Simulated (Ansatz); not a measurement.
Band structure of Mn3Si (Fm-3m, 4 atoms in the cell).

```yaml
crystal:
  lattice:
    - [0.00000, 2.82192, 2.82192]
    - [2.82192, 0.00000, 2.82192]
    - [2.82192, 2.82192, 0.00000]
  atoms:
    - { symbol: Mn, position: [0.25000, 0.25000, 0.25000], spin: 4.0 }
    - { symbol: Mn, position: [0.75000, 0.75000, 0.75000], spin: 4.0 }
    - { symbol: Mn, position: [0.50000, 0.50000, 0.50000], spin: 4.0 }
    - { symbol: Si, position: [0.00000, 0.00000, 0.00000] }
```
(The spins are starting values, not results.)

Method: LDA (PW92), PAW files made with PBE (plane waves; Ansatz, a first-principles code).

Settings: kpoints.mp_grid.grid = 7 7 7; hamiltonian.xc = lda; hamiltonian.pseudopotentials = {kind: paw} (the program's default PAW files); magnetization.spin_polarized = true; scf.occupations.method = fermi_dirac; scf.occupations.width = 0.0073 Ry; kpoints.band_path.npoints = 8.

The starting cell comes from a database of computed structures (which also holds hypothetical and non-ambient phases and stackings), without a prior relaxation at this level. The magnetic order is the one reached from the typed start; others were not searched systematically. The program warned that a starting moment was not kept.

Levels in eV from the Fermi level, bands 23 to 30 of the first spin channel:
```tsv
point	23	24	25	26	27	28	29	30
Γ	0.05	0.61	0.61	0.61	1.25	1.25	3.81	4.90
X	-0.70	-0.31	-0.31	0.22	0.62	0.83	0.83	1.20
W	-1.22	-0.34	-0.32	-0.06	0.35	0.35	1.42	1.59
K	-0.88	-0.61	-0.58	-0.19	0.53	0.91	1.16	1.70
L	-0.67	-0.67	-0.10	-0.10	0.56	0.56	0.82	4.68
U	-0.88	-0.61	-0.58	-0.19	0.53	0.91	1.16	1.70
```

Bands cross the Fermi level along this path, so the cell is metallic at this level.

The net moment of the cell came out as 1.26 μB.

Keys are those of Ansatz 0.2.
